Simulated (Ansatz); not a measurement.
Ansatz (a first-principles code) run on SrCl2 (Fm-3m, 3 atoms in the cell): self-consistent single point.

Computed with PBE (plane waves, PAW; Ansatz).

```yaml
crystal:
  lattice:
    - [0.00000, 3.56729, 3.56729]
    - [3.56729, 0.00000, 3.56729]
    - [3.56729, 3.56729, 0.00000]
  atoms:
    - { symbol: Sr, position: [0.00000, 0.00000, 0.00000] }
    - { symbol: Cl, position: [0.75000, 0.75000, 0.75000] }
    - { symbol: Cl, position: [0.25000, 0.25000, 0.25000] }
```

Reference input (self-consistent single point, DFT, PBE, plane waves, default PAW files): basis.ecutwfc = 420 eV; kpoints.mp_grid.grid = 6 6 6; hamiltonian.xc = pbe; hamiltonian.pseudopotentials = {kind: paw} (the program's default PAW files); scf.occupations.method = fixed. This run's input differs from it in these lines:

Ansatz 0.2 input:
```diff
@@ -10,3 +10,3 @@
 basis:
-  ecutwfc: 420.0
+  ecutwfc: 250.0
 kpoints:
```

Output, abridged:

```
SCF iter   1: F=—  HF=-5710.544632 eV  |F-HF|=—  |Δ(HF+E_count)|=         —  Δρ=3.76e-3  dr2=3.25e-3  ethr=1.77e-3  ⟨swp⟩=5.9  Hψ=1402  notcnv=0  defer=24
all-band conjugate gradients solve this SCF's bands
preconditioner: auto → none
SCF iter   2: F=—  HF=-5710.546030 eV  |F-HF|=—  |Δ(HF+E_count)|=   1.40e-3  Δρ=1.82e-3  dr2=5.82e-4  ethr=1.35e-5  ⟨swp⟩=2.6  Hψ=590  notcnv=0  defer=30
SCF iter   3: F=—  HF=-5710.546597 eV  |F-HF|=—  |Δ(HF+E_count)|=   5.67e-4  Δρ=3.74e-4  dr2=7.32e-5  ethr=2.42e-6  ⟨swp⟩=2.0  Hψ=386  notcnv=0  defer=30
SCF iter   4: F=—  HF=-5710.546966 eV  |F-HF|=—  |Δ(HF+E_count)|=   3.69e-4  Δρ=6.74e-5  dr2=9.40e-7  ethr=3.05e-7  ⟨swp⟩=2.0  Hψ=369  notcnv=0  defer=26
iter 5 did not close the SCF: its close was put off for the readings that it lacked (scf_convergence_deferred on its scf_iter line)
SCF iter   5: F=-5710.546968 eV  HF=-5710.546968 eV  |F-HF|=1.31e-7  |Δ(HF+E_count)|=   2.17e-6  Δρ=1.46e-5  dr2=7.16e-8  ethr=3.92e-9  ⟨swp⟩=2.6  Hψ=454  notcnv=0  defer=26
SCF iter   6: F=-5710.546968 eV  HF=-5710.546968 eV  |F-HF|=3.82e-11  |Δ(HF+E_count)|=   1.42e-7  Δρ=8.46e-7  dr2=6.82e-10  ethr=2.98e-10  ⟨swp⟩=6.5  Hψ=1468  notcnv=0
SCF 1 converged in 6 iterations: F = -5710.546968 eV  dr2 = 6.82e-10
Free energy (F): -5710.546968 eV
Internal energy: -5710.546968 eV  (E = F + TS)
E sigma→0 (E₀):  -5710.546968 eV
Fermi energy:    2.496480 eV
--- Forces (eV/Å), atoms counted from 1 ---
  atom   1  Sr    -0.00000000     0.00000000    -0.00000000
   [... zero for the other atoms too ...]
--- Stress (GPa, compression-positive) ---
       -1.183144       0.000000      -0.000000
        0.000000      -1.183144       0.000000
       -0.000000      -0.000000      -1.183144
  P = ⅓ Tr σ = -1.1831 GPa (-11.831 kbar)
  The stress holds the Pulay correction. Without it, at fixed plane waves, as pw.x and ABINIT print it: P = -3.1230 GPa
```

The run converged in 6 iterations. Against the reference run the free energy goes up by 57.1 meV/atom, the pressure hardly changes (-1.22 to -1.18 GPa) and the gap on the mesh moves little (5.085 to 5.076 eV). The full log also holds: “iter 5 did not close the SCF: its close was put off for the readings that it lacked (scf_convergence_deferred on its scf_iter line)”.

The starting cell comes from a database of computed structures (which also holds hypothetical and non-ambient phases and stackings), without a prior relaxation at this level. Its lattice was rescaled by a random factor within 2.5 % of one. Ansatz's pressure includes its estimate of the finite-basis (Pulay) stress. Without the estimate this run gives -3.12 GPa. The cutoff lies below the one recommended for these files.
